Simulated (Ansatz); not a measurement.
**A self-consistent single point of CaAlSiH (P3m1, 4 atoms in the cell) with Ansatz (a quantum-chemistry and plane-wave program)**

Method: PBEsol, default PAW files made with PBE (plane waves; Ansatz).

Input as run:

Ansatz 0.2 input:
```yaml
# CaAlSiH
crystal:
  lattice:
    - [4.13085000, 0.00000000, 0.00000000]
    - [-2.06542500, 3.57742100, 0.00000000]
    - [0.00000000, 0.00000000, 4.68413500]
  atoms:
    - { symbol: Ca, position: [0.00000000, 0.00000000, 1.01059400] }
    - { symbol: Al, position: [0.66666700, 0.33333300, 0.45711000] }
    - { symbol: Si, position: [0.33333300, 0.66666700, 0.56589000] }
    - { symbol: H, position: [0.66666700, 0.33333300, 0.08378000] }
basis:
  ecutwfc: 420.0 eV
kpoints:
  mp_grid:
    grid: [7, 7, 5]
hamiltonian:
  xc: pbesol
  pseudopotentials:
    kind: paw
scf:
  occupations:
    method: fermi_dirac
    width: 0.01 eV
output:
  forces: true
  eigenvalues: true
  stress: true
```

Output, abridged:

```
WARN the atoms were moved onto the symmetric positions of the space group found under crystal.symmetry.tolerance 1.0e-5 (fractional …
WARN ansatz: RAYON_NUM_THREADS=1 ignored (pool sized by the plan → 1); use --threads N
Pseudopotentials: kind: paw
Pseudopotential: Ca, paw, valence charge 10
Pseudopotential: Al, paw, valence charge 3
Pseudopotential: Si, paw, valence charge 4
Pseudopotential: H, paw, valence charge 1
Crystal: 4 atoms, lattice volume = 69.221 Å³
Basis set: ecut = 420 eV, 1347 PW (Γ), exchange–correlation on 60×60×64 points (8 copies of the dense FFT grid, shifted against one another)
Bands: 13, of which v1, the nominal top of the filled ones, is band 9 counted from 1 (8 counted from 0)
Symmetry: 6 space group operations
Space group: P3m1 (ITA 156), of the structure as read, at distance tolerance 4.1e-5 Å
k-points: 32 of 245 (time reversal used)
PAW frozen core: Ca, regenerated for the run's functional, and the local potential with it
PAW frozen core: Al, regenerated for the run's functional, and the local potential with it
PAW frozen core: Si, regenerated for the run's functional, and the local potential with it
Initial density: superposition of atomic densities (neutral atoms: chi_scale 0, normalization atom), corrected by the library's trained network
Initial wavefunctions: pseudopotential atomic-orbital guess
Eigensolver: davidson
Functional: x = pbesol(κ = 0.804, μ = 0.12345679012345678), c = pbesol(β = 0.046)
SCF iter   1: F=—  HF=-2957.075526 eV  |F-HF|=—  |Δ(HF+E_count)|=         —  Δρ=5.15e-3  dr2=2.11e-2  ethr=1.77e-3  ⟨swp⟩=7.6  Hψ=3083  notcnv=0
all-band conjugate gradients solve this SCF's bands
preconditioner: auto → none
SCF iter   2: F=—  HF=-2957.069291 eV  |F-HF|=—  |Δ(HF+E_count)|=   6.24e-3  Δρ=1.80e-3  dr2=2.08e-3  ethr=1.17e-4  ⟨swp⟩=2.8  Hψ=934  notcnv=0
SCF iter   3: F=—  HF=-2957.068884 eV  |F-HF|=—  |Δ(HF+E_count)|=   4.07e-4  Δρ=3.55e-4  dr2=1.13e-4  ethr=1.15e-5  ⟨swp⟩=2.1  Hψ=673  notcnv=0
SCF iter   4: F=—  HF=-2957.068869 eV  |F-HF|=—  |Δ(HF+E_count)|=   1.49e-5  Δρ=1.31e-4  dr2=1.37e-5  ethr=6.29e-7  ⟨swp⟩=2.0  Hψ=569  notcnv=0
SCF iter   5: F=—  HF=-2957.068890 eV  |F-HF|=—  |Δ(HF+E_count)|=   2.12e-5  Δρ=3.25e-5  dr2=9.64e-7  ethr=7.59e-8  ⟨swp⟩=2.3  Hψ=672  notcnv=0
SCF iter   6: F=-2957.068890 eV  HF=-2957.068890 eV  |F-HF|=1.19e-8  |Δ(HF+E_count)|=   1.71e-7  Δρ=8.17e-6  dr2=4.74e-8  ethr=5.56e-10  ⟨swp⟩=5.2  Hψ=2068  notcnv=0
SCF 1 converged in 6 iterations: F = -2957.068890 eV  dr2 = 4.74e-8
SCF converged after 6 iterations
Free energy (F): -2957.068890 eV
Harris-Foulkes:  -2957.068890 eV  (|F-HF|=1.19e-8)
Internal energy: -2957.068890 eV  (E = F + TS)
E sigma→0 (E₀):  -2957.068890 eV
Fermi energy:    6.941805 eV
--- Per-component energies (eV) ---
  E_band       = -133.454748
  E_kinetic    = 354.028812
  E_local      = -826.601638  (includes V_loc(G=0)·N_el)
  E_nonlocal   = 102.593759
  E_hartree    = 282.978871
  E_xc         = -238.712415
  E_vxc        = -257.792518  (∫ρ·V_xc dr)
  E_paw        = -1791.105748  (= ΣΔE_a)
  E_vpaw       = -71.636527  (= ΣTr[D̂ρ^β])
  E_aug_tail   = -0.001155  (compensation charges beyond the density's cutoff)
  E_ewald      = -840.418870
  E_core_change = 0.169494  (= ΣΔE_core)
  E_smearing   = -0.000000  (= −TS)
  E_closure    = 0.000000  (closes the sum)
  Σ components = -2957.068890   (vs F -2957.068890, Δ=0.00e0)
--- Forces (eV/Å), atoms counted from 1 ---
  atom   1  Ca     0.00000000     0.00000000    -0.15178788
  atom   2  Al     0.00000000     0.00000000     0.18093776
  atom   3  Si     0.00000000    -0.00000000     0.05636745
  atom   4  H      0.00000000    -0.00000000    -0.08546539
  max |Σ_I F_I| component: 5.19e-5 eV/Å
--- Stress (GPa, compression-positive) ---
       -1.066828       0.000000       0.000000
        0.000000      -1.066828       0.000000
        0.000000       0.000000      -1.519793
  P = ⅓ Tr σ = -1.2178 GPa (-12.178 kbar)
  The stress holds the Pulay correction. Without it, at fixed plane waves, as pw.x and ABINIT print it: P = -1.2636 GPa
--- Band table (eV; the first three rows and the last of 32) ---
  k-point 0: bands = ["-34.1022", "-15.2553", "-15.1593", "-15.1593", "-3.1258", "2.2882", "4.9679", "5.9643", "5.9643", "8.3721", "9.4226", "9.4226", "10.3098"]
  k-point 1: bands = ["-34.1021", "-15.2624", "-15.1589", "-15.1589", "-2.9352", "1.4931", "5.7172", "6.1023", "6.1023", "8.6693", "8.7813", "8.7813", "10.0523"]
  k-point 2: bands = ["-34.1018", "-15.2738", "-15.1582", "-15.1582", "-2.5361", "0.4663", "6.3822", "6.3822", "6.6829", "8.2997", "8.2997", "9.1631", "9.2134"]
  k-point 31: bands = ["-34.0961", "-15.2554", "-15.2258", "-15.2009", "-0.6577", "0.6935", "2.4939", "3.4206", "5.0384", "8.5661", "10.2311", "10.3696", "10.8202"]
```

The run converged in 6 iterations.

The starting cell comes from a database of computed structures (which also holds hypothetical and non-ambient phases and stackings), without a prior relaxation at this level. Its lattice was rescaled by up to half a per cent. One atom was moved a little off its site on purpose. Ansatz's pressure includes its estimate of the finite-basis (Pulay) stress. Another mesh or the band path of this cell gives a smaller gap, so this value is not converged in the mesh.
